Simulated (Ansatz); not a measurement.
A self-consistent single point of Al2LaZn2 (I4/mmm, 5 atoms in the cell) with Ansatz (an electronic-structure program).

Level of theory: r2SCAN, default PAW files made with PBE (plane waves; Ansatz).

```
CELL_PARAMETERS angstrom
     -2.14600     2.14600     5.50750
      2.14600    -2.14600     5.50750
      2.14600     2.14600    -5.50750
ATOMIC_POSITIONS crystal
  Al 0.75000 0.25000 0.50000
  Al 0.25000 0.75000 0.50000
  La 0.00000 0.00000 0.00000
  Zn 0.37800 0.37800 0.00000
  Zn 0.62200 0.62200 0.00000
```

Reference input (self-consistent single point, DFT, r2SCAN, plane waves, default PAW files made with PBE): basis.ecutwfc = 36.7 Ry; kpoints.mp_grid.grid = 9 9 9; hamiltonian.xc = r2scan; hamiltonian.pseudopotentials = {kind: paw} (the program's default PAW files); scf.occupations.method = fermi_dirac; scf.occupations.width = 0.0073 Ry. This run's input differs from it in these lines:

Ansatz 0.2 input:
```diff
@@ -20,3 +20,3 @@
 scf:
-  occupations: { method: fermi_dirac, width: 0.0073 Ry }
+  occupations: { method: fermi_dirac, width: 0.0007 Ry }
 output:
```

Output, abridged:

```
SCF iter   1: F=—  HF=-13999.262773 eV  |F-HF|=—  |Δ(HF+E_count)|=         —  Δρ=1.37e-2  dr2=1.86e-1  dr2_τ=1.30e-2  ethr=1.77e-3  ⟨swp⟩=7.4  Hψ=10554  notcnv=0
all-band conjugate gradients solve this SCF's bands
preconditioner: auto → Resta (q_TF=auto, 2.346 Å⁻¹)
SCF iter   2: F=—  HF=-13999.297419 eV  |F-HF|=—  |Δ(HF+E_count)|=   3.46e-2  Δρ=4.24e-3  dr2=2.08e-2  dr2_τ=7.68e-4  ethr=4.53e-4  ⟨swp⟩=3.1  Hψ=4537  notcnv=0  defer=104
   [... lines left out ...]
SCF iter   6: F=—  HF=-13999.285106 eV  |F-HF|=—  |Δ(HF+E_count)|=   1.45e-5  Δρ=6.06e-5  dr2=5.39e-6  dr2_τ=3.49e-8  ethr=3.42e-7  ⟨swp⟩=2.1  Hψ=3971  notcnv=0  defer=101
SCF iter   7: F=—  HF=-13999.285109 eV  |F-HF|=—  |Δ(HF+E_count)|=   2.37e-6  Δρ=1.62e-5  dr2=3.36e-7  dr2_τ=3.92e-9  ethr=1.32e-8  ⟨swp⟩=2.0  Hψ=3376  notcnv=0  defer=101
SCF iter   8: F=-13999.285109 eV  HF=-13999.285109 eV  |F-HF|=2.02e-8  |Δ(HF+E_count)|=   3.79e-7  Δρ=4.94e-6  dr2=2.23e-8  dr2_τ=2.38e-10  ethr=2.44e-10  ⟨swp⟩=11.4  Hψ=9911  notcnv=0
SCF 1 converged in 8 iterations: F = -13999.285109 eV  dr2 = 2.23e-8
Free energy (F): -13999.285109 eV
Internal energy: -13999.284542 eV  (E = F + TS)
E sigma→0 (E₀):  -13999.284826 eV
Entropy (-TS):   -0.000567 eV (-0.113 meV/atom)
Fermi energy:    9.559763 eV
--- Forces (eV/Å), atoms counted from 1 ---
  atom   1  Al    -0.00000000    -0.00000000     0.00000000
  atom   2  Al    -0.00000000    -0.00000000     0.00000000
  atom   3  La     0.00000000     0.00000000     0.00000000
  atom   4  Zn     0.00000000    -0.00000000     0.75190273
  atom   5  Zn     0.00000000    -0.00000000    -0.75190273
--- Stress (GPa, compression-positive) ---
       -1.299508      -0.000000      -0.000000
       -0.000000      -1.299508       0.000000
       -0.000000       0.000000      -2.214283
  P = ⅓ Tr σ = -1.6044 GPa (-16.044 kbar)
  The stress holds the Pulay correction. Without it, at fixed plane waves, as pw.x and ABINIT print it: P = -1.6266 GPa
```

The run converged in 8 iterations. Against the reference run the free energy rises by 5.2 meV/atom, the pressure moves little (-1.57 to -1.60 GPa) and the largest force goes from 0.734 to 0.752 eV/Å.

The starting cell comes from a database of published, mostly measured structures (it also holds non-ambient and calculated ones), without a prior relaxation at this level. Ansatz's pressure includes its estimate of the finite-basis (Pulay) stress. The cutoff lies below the one recommended for these files.
